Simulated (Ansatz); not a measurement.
Take MgTe in the zinc blende structure (space group F-43m, No. 216; a = 6.368 Å) as the base. Axes: x, y, z lie along the cube axes.

Calculations: DFT with LDA, PAW potentials and a 420 eV plane-wave cutoff in Ansatz (a first-principles code), spin-orbit coupling left out.

Base values:

```
Quantity    Value
--------  -------
Band gap  2.38 eV
```

Now apply this change: biaxial strain +0.42 %, plane normal [111], relaxed out of plane (Cartesian); in-plane vectors clamped, the third vector and the atoms free.

### Question
Estimate the effect on the band gap.

### Answer
The band gap falls by 0.055 eV (2.38 eV → 2.33 eV).

### Question
Predict the new out-of-plane strain.

### Answer
The out-of-plane strain comes out as -0.35 %.

### Question
How does this affect the hole mass?

### Answer
The hole mass is 0.15 mₑ out of plane, 2.0 mₑ in plane (at Γ).

Spin-orbit coupling, missing from the scalar runs, can matter with Te. Effective masses come from finite differences of ±0.01 Å⁻¹. Whether these cells are dynamically stable was not tested.
